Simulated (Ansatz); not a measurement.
Pt on the 1x1 (110) surface of rutile TiO2 (cut with top plane O), one in a 2x1 cell, started at the site 'over O at depth 1.2 Å'

Host crystal: rutile TiO2, with a band gap (PBE, scalar-relativistic without spin-orbit coupling).

Method: PBE (plane waves to 420 eV, PAW; Ansatz, a first-principles code).

Set-up: 49 atoms, 12.7 Å thick at the start under the adsorbate; mesh 4x3x1; 0.01 eV smearing; dipole correction on; 24 atoms held, the rest relaxed; start symmetry kept, larger cells not searched; spin-polarised, no spin-orbit, no U, no dispersion correction. The starting moment vanished. At the end it is bonded to O + 3 Ti. In PBE it is, or lies within 0.03 eV of, the lowest of the starts that converged.

```
Item                                                                                                                                             Result
--------------------------------------------------------------------------------------  ---------------------------------------------------------------
adsorption energy against an atom of fcc Pt                                                                                                     3.67 eV
change of the step from the bottom to the top vacuum level, against the clean slab                                                             -1.27 eV
energy released by relaxation                                                                                                                   0.95 eV
height of the binding atom over the mean of the host atoms within 0.3 Å of the top one                                                          0.627 Å
magnetic moment of the cell                                                                                                                     0.00 μB
nearest host atoms of the binding atom                                                                          O at 1.97 Å, Ti at 2.76 Å, Ti at 2.76 Å
largest move of a host atom                                                                                                                      0.19 Å
note                                                                                    in the relaxation the adsorbate left its starting site by 0.5 Å
```

A negative adsorption energy means that the adsorbate is more stable on the surface than in its reference.
